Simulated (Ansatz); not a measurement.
**The (117) surface of germanium, 3 pairs of surface atoms bonded, H on 7 of 8 dangling bonds, none on a one-bond Ge at depth 1.6 Å (bottom of the slab: built like the top, H on every dangling bond, free)**

Method: PBE (plane waves to 420 eV, PAW; Ansatz, a first-principles code).

Slab: 67 atoms, 13.1 Å thick at the start with caps and adatoms (thin: gaps and levels are the slab's own); k 4x2x1, smearing 0.025 eV, dipole-corrected; 8 atoms held, the rest relaxed; no symmetry held; spin-polarised, ending with about 1.0 μB a cell; orders that need a larger cell were not tried, no spin-orbit, no U. In PBE it is, or lies within 0.01 eV a 1x1 cell of, the lowest of the 3 structures of its composition computed so far; larger cells were not tried.

```
Property                                                        Value
-----------------------------------------------  --------------------
gap of the slab on its k-mesh                                 0.24 eV
highest filled level below the top vacuum level               4.74 eV
energy released by relaxation                                 2.13 eV
magnetic moment of the cell                                   1.00 μB
cost                                             roughly 3 core-hours
```
